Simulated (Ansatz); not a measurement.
Reference: Ta₃Re (Fm-3m), PBEsol, DFPT electron-phonon coupling, linearised Boltzmann equation (plane waves, PAW, scalar-relativistic; Ansatz, an electronic-structure program); geometry: relaxed with this functional, without spin-orbit coupling.

Space group Fm-3m (No. 225); a = 6.430 Å, b = 6.430 Å, c = 6.430 Å, α = 90.00°, β = 90.00°, γ = 90.00°

```
atom  site  symmetry       x       y       z
----  ----  --------  ------  ------  ------
Ta      8c      -43m  0.2500  0.2500  0.2500
Ta      4b      m-3m  0.5000  0.5000  0.5000
Re      4a      m-3m  0.0000  0.0000  0.0000
```
(The calculation used a cell of 4 atoms; values per cell refer to that cell.)

resistivity at 300 K: 7.0 μΩ·cm
mean free path at 300 K: 10.3 nm
electron-phonon coupling λ: 0.36
logarithmic mean phonon energy: 15.2 meV

**Question.** Replace Ta by V on the same sites and relax. What happens?

**Answer.** V₃Re (Fm-3m): volume per atom 16.6 to 13.2 Å³; resistivity at 300 K rises (7.0 μΩ·cm to 8.2 μΩ·cm); mean free path at 300 K falls (10.3 nm to 7.9 nm); electron-phonon coupling λ rises (0.36 to 0.42); logarithmic mean phonon energy rises (15.2 meV to 21 meV).

**Question.** Replace Re by Os on the same sites and relax. What happens?

**Answer.** Ta$_{3}$Os (Fm-3m): volume per atom 16.6 to 16.4 Å³; resistivity at 300 K stays about the same (7.0 μΩ·cm to 6.6 μΩ·cm); mean free path at 300 K rises (10.3 nm to 17.4 nm); electron-phonon coupling λ falls (0.36 to 0.20); logarithmic mean phonon energy rises (15.2 meV to 16.7 meV).

**Question.** Swap Re for Ru, keeping the structure type. How do these values move?

**Answer.** Ta3Ru (Fm-3m): volume per atom 16.6 to 16.3 Å³; resistivity at 300 K rises (7.0 μΩ·cm to 8.7 μΩ·cm); mean free path at 300 K rises (10.3 nm to 12.9 nm); electron-phonon coupling λ falls (0.36 to 0.25); logarithmic mean phonon energy rises (15.2 meV to 17.1 meV).

Moves up to 8 % count as about the same. Metals; harmonic phonons alone scatter; means over directions. The mean free path is weighted by the current that each state carries. Halving the electron mesh moves these values by up to 5 %; q meshes are mostly untested. Some of the runs warned that the eigensolver left states short of its tolerance. Spin-orbit coupling is left out.

Computed structure with no diffraction record at hand here (it may be known, metastable or hypothetical): Ta3Os (Fm-3m), Ta3Re (Fm-3m), Ta3Ru (Fm-3m), V3Re (Fm-3m). Treated as nonmagnetic (a ferromagnetic start lost its moment, other orders weren't tried): V3Re (Fm-3m). The missing spin-orbit coupling matters most for Ta3Os (Fm-3m), Ta3Re (Fm-3m), Ta3Ru (Fm-3m), V3Re (Fm-3m).
